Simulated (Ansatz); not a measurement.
## SiC: response to strain

The parent structure is SiC in the wurtzite structure (space group P6_3mc, No. 186).

```
CELL_PARAMETERS angstrom
      3.09195     0.00000     0.00000
     -1.54598     2.67771     0.00000
      0.00000     0.00000     5.07427
ATOMIC_POSITIONS crystal
  Si 0.33333 0.66667 0.99958
  Si 0.66667 0.33333 0.49958
  C  0.33333 0.66667 0.37542
  C  0.66667 0.33333 0.87542
```

Cartesian axes are those of the cell as printed.

Strains are applied to the cell and any free atomic positions relax; under biaxial strain the out-of-plane vector relaxes too.

All numbers come from PBE (Ansatz, a quantum-chemistry and plane-wave program), no SOC.

```json
[
 {"biaxial strain, plane normal [001], relaxed out of plane (%)": "-3", "band gap (eV)": "1.89"},
 {"biaxial strain, plane normal [001], relaxed out of plane (%)": "-2.4", "band gap (eV)": "1.98"},
 {"biaxial strain, plane normal [001], relaxed out of plane (%)": "-1.8", "band gap (eV)": "2.07"},
 {"biaxial strain, plane normal [001], relaxed out of plane (%)": "-1.2", "band gap (eV)": "2.15"},
 {"biaxial strain, plane normal [001], relaxed out of plane (%)": "-0.6", "band gap (eV)": "?"},
 {"biaxial strain, plane normal [001], relaxed out of plane (%)": "0", "band gap (eV)": "2.31"}
]
```

Problem. Fit E_g = E₀ + Dε (ε in %) to the rows shown and predict the withheld row.

Solution. Least squares on the printed values gives E₀ = 2.31 eV, D = 140 meV per % of strain (largest residual 0.01 eV); this predicts 2.23 eV, and the run gives 2.23 eV, in agreement.

Stability against distortions was not tested.
